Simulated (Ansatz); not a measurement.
**Si under a change: Si → Ti**

Base system: Si in the diamond structure (space group Fd-3m, No. 227; a = 5.434 Å).

It is then changed as follows: Ti takes the place of Si on all its sites; the structure is relaxed again.

All numbers come from PBEsol/PAW in Ansatz (a first-principles code), spin-orbit coupling left out. Γ-centred 15×15×15 mesh, Fermi–Dirac width 0.05 eV, for the changed cell.

```
quantity                             base     changed         shift
-----------------------------  ----------  ----------  ------------
volume per atom                  20.05 Å³    21.01 Å³      +0.96 Å³
density                        2.33 g/cm³  3.78 g/cm³  +1.457 g/cm³
lattice parameter a               5.434 Å     5.519 Å      +0.085 Å
shortest interatomic distance     2.353 Å     2.390 Å      +0.037 Å
band gap                          0.47 eV        zero             –
```

No phonon test of stability was made. As relaxed here, Ti is a hypothetical phase, not in the database extracts checked. The final runs are not spin-polarised. Ti has a high density of states at the Fermi level and may be magnetic at this level.
